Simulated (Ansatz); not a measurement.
PbS (Cmcm, No. 63, 4 atoms in the cell; start mp-1018115; high-pressure phase) was calculated with r²SCAN+rVV10 (Ansatz, a first-principles code, PAW).

Settings: plane-wave cutoff 560 eV, 8×8×8 k mesh, Fermi–Dirac smearing 0.01 eV, scalar-relativistic PAW data made under PBE.

Cell (relaxed at this level):

```cif
data_Pb2S2
_chemical_formula_sum 'Pb2 S2'
_space_group_name_H-M_alt 'P 1'
_space_group_IT_number 1
_cell_length_a 6.22041
_cell_length_b 6.22041
_cell_length_c 4.25910
_cell_angle_alpha 90.000
_cell_angle_beta 90.000
_cell_angle_gamma 141.226
loop_
_space_group_symop_operation_xyz
  'x, y, z'
loop_
_atom_site_label
_atom_site_type_symbol
_atom_site_fract_x
_atom_site_fract_y
_atom_site_fract_z
_atom_site_occupancy
Pb1 Pb 0.87239 0.12761 0.75000 1
Pb2 Pb 0.12761 0.87239 0.25000 1
S1 S 0.64383 0.35617 0.75000 1
S2 S 0.35617 0.64383 0.25000 1
```

Predict the band gap and direct gap at Γ.


- band gap: 1.33 eV (on the SCF k mesh)
- direct gap at Γ: 5.61 eV

Note: the relaxation could not lower the start's symmetry, so the cell can be a saddle point above a distorted one.

Spin–orbit coupling is not included; with these elements it can move the gap by several tenths of an eV or more.

Computed values are for the static lattice.

It cost very roughly 2.7 core-minutes of CPU time.

A start named mp-… is a Materials Project structure, which need not be a measured phase.
